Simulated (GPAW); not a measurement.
Input and output of a self-consistent single point for Sr (Fm-3m, 1 atom in the cell) (GPAW).

Method of the run: LDA (Perdew-Wang 92), GPAW PAW datasets LDA (gpaw-data 1.0.1) (plane waves; GPAW).

```xyz
1
Lattice="0.0000 2.9759 2.9759 2.9759 0.0000 2.9759 2.9759 2.9759 0.0000" Properties=species:S:1:pos:R:3 pbc="T T T"
Sr     0.0000     0.0000     0.0000
```

Reference input (self-consistent single point, DFT PBE, plane waves, GPAW PAW datasets PBE (gpaw-data 1.0.1)): mode = pw; ecut = 600 eV; xc = PBE; kpts = 8 8 8; mesh shift (steps) = 0 0 0; occupations.name = fermi-dirac; occupations.width = 0.1 eV; nbands = -7; symmetry.symmorphic = false; symmetry.tolerance = 0.0005; maxiter = 150. This run's input differs from it in these lines:

```diff
@@ -12,3 +12,3 @@
 calc = GPAW(mode=PW(600),
-            xc='PBE',
+            xc='LDA',
             kpts={'size': (8, 8, 8), 'gamma': True},
```

Its files differ too (potentials: GPAW PAW datasets LDA (gpaw-data 1.0.1)).

Log, with long lists cut:

```
     iter     time        total  log10-change:
                         energy   eigst   dens
iter:   1 --:--:--    -1.917662
iter:   2 --:--:--    -1.982118   -1.18  -1.65
iter:   3 --:--:--    -1.977515   -2.39  -1.64
iter:   4 --:--:--    -1.949842   -2.38  -1.67
iter:   5 --:--:--    -1.951048   -3.69  -2.16
iter:   6 --:--:--    -1.950175c  -3.59  -2.22
iter:   7 --:--:--    -1.950003c  -4.80  -2.69
iter:   8 --:--:--    -1.950012c  -5.93  -3.43
iter:   9 --:--:--    -1.949988c  -6.00  -3.28
iter:  10 --:--:--    -1.949989c  -7.81c -4.33c
Converged after 10 iterations.

Dipole moment: (-0.000000, -0.000000, 0.000000) |e|*Ang

Energy contributions relative to reference atoms: (reference = -86396.735064)

Kinetic:         -1.648580
Potential:       +3.199331
External:        +0.000000
XC:              -3.359600
Entropy (-ST):   -0.037509
Local:           -0.122386
SIC:             +0.000000
--------------------------
Free energy:     -1.968744
Extrapolated:    -1.949989

Showing only first 2 kpts
 Kpt  Band  Eigenvalues  Occupancy
  0     3    -14.77794    2.00000
  0     4     -0.16210    2.00000
  0     5      5.89046    0.00000
  0     6      5.89046    0.00000

  1     3    -14.79040    2.00000
  1     4      0.18539    2.00000
  1     5      5.43352    0.00000
  1     6      6.06426    0.00000

Fermi level: 3.55660

No gap
No difference between direct/indirect transitions
Energy (eV): -1.949989

Forces in eV/Ang:
  0 Sr    0.00000   -0.00000    0.00000

Stress tensor:
     0.005519     0.000000    -0.000000
     0.000000     0.005519    -0.000000
    -0.000000    -0.000000     0.005519
Stress (GPa, Voigt): [ 0.8842  0.8842  0.8842 -0.     -0.      0.    ]
```

The run converged in 10 iterations. GPAW prints stress with tension positive. Against the reference run the pressure goes from 0.60 to -0.88 GPa.

The starting cell has typed, rounded lattice constants, without a prior relaxation at this level. Its lattice was rescaled by a random factor within 2.5 % of one.
